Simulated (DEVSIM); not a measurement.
System: illuminated GaAs p-on-n cell, one wavelength, at 300 K.

Layer 1 from the left is GaAs, thickness (μm) 0.210, Na (cm⁻³) 8.4e17, τn (s) 1.4e-9, τp (s) 2.7e-9, absorption coefficient (cm⁻¹) 7200. Layer 2 from the left is GaAs, thickness (μm) 2.40, Nd (cm⁻³) 1.4e15, τn (s) 8e-9, τp (s) 8e-9, absorption coefficient (cm⁻¹) 7200.

Left contact: ohmic, minority electron recombination velocity 20000 cm/s. Right contact: ohmic, minority hole recombination velocity 20 cm/s. Voltage is applied to the left contact. Recombination: SRH at mid-gap, radiative, Auger. Light enters at the left, 2.9e16 photons cm⁻² s⁻¹, one pass, no reflection. Mobility is μmin + (μ − μmin)/(1 + (N/Nref)^α).

Constants are typed, rounded textbook-type inputs, not results; the design itself was drawn at random and stands for no fabricated device. Values at 300 K.

GaAs: gap (eV) 1.424, affinity (eV) 4.07, permittivity 12.9, Nc (cm⁻³) 4.7e17, Nv (cm⁻³) 9e18, μn (cm²/Vs) 8500, μp (cm²/Vs) 400, μn,min 500, μp,min 20, Nref,n 6e16, Nref,p 1.5e17, αn 0.39, αp 0.38, B (cm³/s) 2e-10, Cn (cm⁶/s) 1e-30, Cp (cm⁶/s) 1e-30.

DEVSIM, 1D drift-diffusion, Boltzmann statistics, complete ionisation; no tunnelling, impact ionisation, image-force lowering or self-heating.

Dark forward current:

```tsv
|V| (V)	|J| (A/cm²)
0.05	2.464e-10
0.10	8.602e-10
0.15	2.499e-9
0.20	6.940e-9
0.25	1.903e-8
0.30	5.201e-8
0.35	1.423e-7
0.40	3.904e-7
0.45	1.075e-6
0.50	2.975e-6
0.55	8.289e-6
0.60	2.332e-5
0.65	6.661e-5
0.70	0.0001951
0.75	0.0005972
0.80	0.001973
0.85	0.007340
0.90	0.03176
0.95	0.1566
1.00	0.7696
1.05	2.928
1.10	8.646
1.15	24.21
1.20	70.91
1.25	232.1
1.30	890.1
```

Work out the local ideality factor n = ΔV / (kT/q · ln(J2/J1)) between the rows 0.15 and 0.20 V, 0.90 and 0.95 V, 1.25 and 1.30 V.

kT/q = 25.85 mV. From 0.15 to 0.20 V: ln(6.940e-9/2.499e-9) = 1.021, n = 1.89, near the 2 of recombination in the depletion region. From 0.90 to 0.95 V: ln(0.1566/0.03176) = 1.595, n = 1.21. From 1.25 to 1.30 V: ln(890.1/232.1) = 1.344, n = 1.44.

What current could the absorbed light give at most, and what share is collected?

Σ αd = 1.88, so qΦ(1 − exp(−Σ αd)) = 3.94 mA/cm². The simulated short-circuit current is 3.846 mA/cm², a share of 0.98.

Estimate the open-circuit voltage by superposition: the voltage at which the dark current equals that short-circuit current.

Interpolating ln J in the table gives 0.825 V. The simulation gives 0.824 V, the same within the digits that matter. Superposition holds where collection doesn't change with voltage.

Estimate the fill factor from FF0 = (v − ln(v + 0.72))/(v + 1), v = qVoc/(nkT), with n from the dark curve.

The rows about Voc, 0.80 and 0.85 V, give n = 1.47, so v = 21.7 and FF0 = 0.819. The simulation gives 0.781; the estimate lies 4.8 % above.
